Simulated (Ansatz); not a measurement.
An Ansatz (an electronic-structure program) input (PBEsol (Ansatz; PAW; 420 eV plane waves; scalar-relativistic without spin-orbit coupling)):

Ansatz 0.2 input:
```yaml
crystal:
  lattice:
    - [0, 2.937981312, 2.937981312]
    - [2.937981312, 0, 2.937981312]
    - [2.937981312, 2.937981312, 0]
  atoms:
    - { symbol: S, position: [0.75, 0.75, 0.75] }
    - { symbol: Hg, position: [0, 0, 0] }
basis: { ecutwfc: 420, ecutrho_ratio: 4, xc_grid: 2, fft_grid_basis: typed }
kpoints: { mp_grid: { grid: [10, 10, 10] } }
hamiltonian:
  xc: pbesol
  dispersion: none
  pseudopotentials: { kind: paw }
scf: { occupations: { method: fermi_dirac, width: 0.05 }, convergence: { dr2_threshold: 0.0000000002 } }
output: { forces: true, stress: true }
checkpoint: { write: state.ck, write_every: 1000 }
```

Task: Which symmetry and how many k-points will the program report, and about how many plane waves at Γ?

Result: Space group F-43m (ITA 216) with 24 operations, k-points 47 of 1000, and 965 plane waves at Γ.

Stability against distortions was not tested. The final runs are not spin-polarised. The cell was made from ZnS by this change: Zn → Hg.
